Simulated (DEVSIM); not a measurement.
Device: illuminated GaAs p-on-n cell, one wavelength, at 300 K.

```tsv
layer (left to right)	material	thickness (μm)	Nd (cm⁻³)	Na (cm⁻³)	τn (s)	τp (s)	absorption coefficient (cm⁻¹)
1	GaAs	0.0590	-	5e17	3.4e-10	4.8e-11	11000
2	GaAs	1.20	2.3e17	-	2.8e-9	2.8e-9	11000
```

Left contact: ohmic, minority electron recombination velocity 700 cm/s. Right contact: ohmic, minority hole recombination velocity 900 cm/s. Voltage is applied to the left contact. Recombination: SRH at mid-gap, radiative, Auger. Light enters at the left, 3.2e16 photons cm⁻² s⁻¹, one pass, no reflection. Mobility is μmin + (μ − μmin)/(1 + (N/Nref)^α).

Constants are typed, rounded textbook-type inputs, not results; the design itself was drawn at random and stands for no fabricated device. Values at 300 K.

```
parameter        GaAs
-------------  ------
gap (eV)        1.424
affinity (eV)    4.07
permittivity     12.9
Nc (cm⁻³)      4.7e17
Nv (cm⁻³)        9e18
μn (cm²/Vs)      8500
μp (cm²/Vs)       400
μn,min            500
μp,min             20
Nref,n           6e16
Nref,p         1.5e17
αn               0.39
αp               0.38
B (cm³/s)       2e-10
Cn (cm⁶/s)      1e-30
Cp (cm⁶/s)      1e-30
```

Simulated with DEVSIM: 1D drift-diffusion, Boltzmann statistics, complete ionisation; no tunnelling, impact ionisation, image-force lowering or self-heating.

The photon flux was swept, all else fixed.

| photon flux (cm^-2 s^-1) | open-circuit voltage (V) | short-circuit current (mA/cm²) | largest power (mW/cm²) | fill factor |
|---|---|---|---|---|
| 9.6e14 | 0.753 | 0.0956 | 0.0548 | 0.76 |
| 3.2e15 | 0.810 | 0.319 | 0.200 | 0.77 |
| 9.6e15 | 0.860 | 0.956 | 0.645 | 0.79 |
| 3.2e16 | 0.912 | 3.19 | 2.32 | 0.80 |
| 9.6e16 | 0.956 | 9.56 | 7.39 | 0.81 |
| 3.2e17 | 1.000 | 31.9 | 26.2 | 0.82 |
| 9.6e17 | 1.038 | 95.6 | 82.7 | 0.83 |

From the first row to the last the open-circuit voltage goes from 0.753 to 1.038. From the first row to the last the short-circuit current goes from 0.0956 to 95.6.
